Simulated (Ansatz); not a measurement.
The reference is BiTe (space group P-3m1, No. 164).

```cif
data_Bi6Te6
_chemical_formula_sum 'Bi6 Te6'
_space_group_name_H-M_alt 'P-3m1'
_space_group_IT_number 164
_space_group_name_Hall '-P 3 2"'
_cell_length_a 4.42246
_cell_length_b 4.42246
_cell_length_c 23.92936
_cell_angle_alpha 90.000
_cell_angle_beta 90.000
_cell_angle_gamma 120.000
loop_
_atom_site_label
_atom_site_type_symbol
_atom_site_symmetry_multiplicity
_atom_site_Wyckoff_symbol
_atom_site_fract_x
_atom_site_fract_y
_atom_site_fract_z
_atom_site_occupancy
Bi1 Bi 2 d 0.33333 0.66667 0.29171 1
Bi2 Bi 2 c 0.00000 0.00000 0.12457 1
Bi3 Bi 2 d 0.66667 0.33333 0.46482 1
Te1 Te 2 d 0.33333 0.66667 0.05323 1
Te2 Te 2 c 0.00000 0.00000 0.36390 1
Te3 Te 2 d 0.66667 0.33333 0.20869 1
```

Method: PBE-D3(BJ) (Ansatz, a quantum-chemistry and plane-wave program), no SOC.

| level | lattice parameter a | lattice parameter c |
|---|---|---|
| PBE-D3(BJ) | 4.422 Å | 23.929 Å |

Measured: lattice parameter a 4.422 Å (temperature not stated; as listed in COD 9000678: American Mineralogist 63, 1162 (1978)); lattice parameter c 24.05 Å (temperature not stated; as listed in COD 9000678: American Mineralogist 63, 1162 (1978)).

Computed minus measured — lattice parameter a: PBE-D3(BJ) +0.0 %; lattice parameter c: PBE-D3(BJ) -0.5 %. Measured values not marked as corrected hold thermal and zero-point effects that the static-lattice runs lack.

No phonon test of stability was made.
